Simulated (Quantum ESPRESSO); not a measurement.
Input and output of a self-consistent single point for CoNiGe (P6_3/mmc, 6 atoms in the cell) (Quantum ESPRESSO).

Level of theory: LDA (PZ), PSlibrary PAW (LDA) pseudopotentials (plane waves; Quantum ESPRESSO).

```
CoNiGe
1.0
    3.99412     0.00000     0.00000
   -1.99706     3.45901     0.00000
    0.00000     0.00000     5.08234
Co Ni Ge
2 2 2
Direct
  0.00000   0.00000   0.50000
  0.00000   0.00000   0.00000
  0.33333   0.66667   0.75000
  0.66667   0.33333   0.25000
  0.33333   0.66667   0.25000
  0.66667   0.33333   0.75000
```

Reference input (self-consistent single point, DFT, PBEsol, plane waves, PSlibrary PAW (PBE) pseudopotentials): ecutwfc = 50 Ry; ecutrho = 300 Ry; occupations = smearing; smearing = fermi-dirac; degauss = 0.0073499 Ry; input_dft = pbesol; K_POINTS = automatic 9 9 6 0 0 0; conv_thr = 1e-11 Ry; mixing_beta = 0.7. This run's input differs from it in these lines:

```diff
@@ -12,4 +12,4 @@
    ntyp = 3
-   ecutwfc = 50
-   ecutrho = 300
+   ecutwfc = 55
+   ecutrho = 330
    occupations = 'smearing'
@@ -17,3 +17,2 @@
    degauss = 0.0073499
-   input_dft = 'pbesol'
 /
@@ -24,5 +23,5 @@
 ATOMIC_SPECIES
-Co    58.9332  Co.pbe-n-kjpaw_psl.1.0.0.UPF
-Ni    58.6934  Ni.pbe-n-kjpaw_psl.1.0.0.UPF
-Ge    72.6300  Ge.pbe-n-kjpaw_psl.1.0.0.UPF
+Co    58.9332  Co.pz-n-kjpaw_psl.1.0.0.UPF
+Ni    58.6934  Ni.pz-n-kjpaw_psl.1.0.0.UPF
+Ge    72.6300  Ge.pz-n-kjpaw_psl.1.0.0.UPF
 ATOMIC_POSITIONS {crystal}
```

Log, with long lists cut:

```
     Self-consistent Calculation

     iteration #  1     ecut=    55.00 Ry     beta= 0.70

     total energy              =    -992.14999243 Ry
     estimated scf accuracy    <       0.83495896 Ry

     iteration #  2     ecut=    55.00 Ry     beta= 0.70

     total energy              =    -991.64584929 Ry
     estimated scf accuracy    <       9.80848207 Ry

     iteration #  3     ecut=    55.00 Ry     beta= 0.70

     total energy              =    -992.40255681 Ry
     estimated scf accuracy    <       6.50507377 Ry

   [... 11 blocks of this kind left out ...]

     iteration # 15     ecut=    55.00 Ry     beta= 0.70

     total energy              =    -992.78959002 Ry
     estimated scf accuracy    <          1.0E-10 Ry

     iteration # 16     ecut=    55.00 Ry     beta= 0.70
     End of self-consistent calculation

     the Fermi energy is    12.8071 ev

!    total energy              =    -992.78959002 Ry
     estimated scf accuracy    <          3.2E-12 Ry
     smearing contrib. (-TS)   =      -0.01231698 Ry
     internal energy E=F+TS    =    -992.77727304 Ry

     convergence has been achieved in  16 iterations

     Forces acting on atoms (cartesian axes, Ry/au):

     atom    1 type  1   force =     0.00000000    0.00000000    0.00000000
   [... zero for the other atoms too ...]

     Total force =     0.000000     Total SCF correction =     0.000000

          total   stress  (Ry/bohr**3)                   (kbar)     P=     -121.42
  -0.00084983   0.00000000   0.00000000         -125.01        0.00        0.00
   0.00000000  -0.00084983  -0.00000000            0.00     -125.01       -0.00
   0.00000000   0.00000000  -0.00077652            0.00        0.00     -114.23

   JOB DONE.
```

The run converged in 16 iterations. Against the reference run the pressure goes from -6.55 to -12.14 GPa.

The starting cell comes from a database of computed structures (which also holds hypothetical and non-ambient phases and stackings), without a prior relaxation at this level. Spin polarisation is off. With a pressure of about -12 GPa the cell is away from its equilibrium volume at this level.

Cost on one core of a shared machine: roughly 70 s.
